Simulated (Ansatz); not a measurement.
# Ru: response to strain

Base system: Ru in the hcp (Mg type) structure (space group P6_3/mmc, No. 194; relaxed with 0.1 eV smearing).

```xyz
2
Lattice="2.6756 0.0000 0.0000 -1.3378 2.3171 0.0000 0.0000 0.0000 4.2237" Properties=species:S:1:pos:R:3 pbc="T T T"
Ru     1.3378     0.7724     3.1678
Ru     0.0000     1.5447     1.0559
```

Cartesian axes are those of the cell as printed.

Strains are applied to the cell and any free atomic positions relax; under biaxial strain the out-of-plane vector relaxes too.

Computed with Ansatz (a first-principles code) LDA, no spin-orbit coupling.

```json
[
 {"biaxial strain, plane normal [001], relaxed out of plane (%)": "-3", "out-of-plane strain (%)": "1.66"},
 {"biaxial strain, plane normal [001], relaxed out of plane (%)": "-2.5", "out-of-plane strain (%)": "1.38"},
 {"biaxial strain, plane normal [001], relaxed out of plane (%)": "-2", "out-of-plane strain (%)": "1.10"},
 {"biaxial strain, plane normal [001], relaxed out of plane (%)": "-1.5", "out-of-plane strain (%)": "0.82"},
 {"biaxial strain, plane normal [001], relaxed out of plane (%)": "-1", "out-of-plane strain (%)": "?"},
 {"biaxial strain, plane normal [001], relaxed out of plane (%)": "-0.5", "out-of-plane strain (%)": "0.27"},
 {"biaxial strain, plane normal [001], relaxed out of plane (%)": "0", "out-of-plane strain (%)": "0.00"}
]
```

### Question
Fit ε⊥ = −νε + γε² (strains in %) to the rows shown and predict the withheld row.

### Answer
Least squares on the printed values gives ν = 0.54 (the biaxial Poisson response) and γ = 0.004 (largest residual 0.00 %); this predicts 0.55 %, and the run gives 0.55 %, in agreement.

Whether these cells are dynamically stable was not tested. All final runs are without spin polarisation.
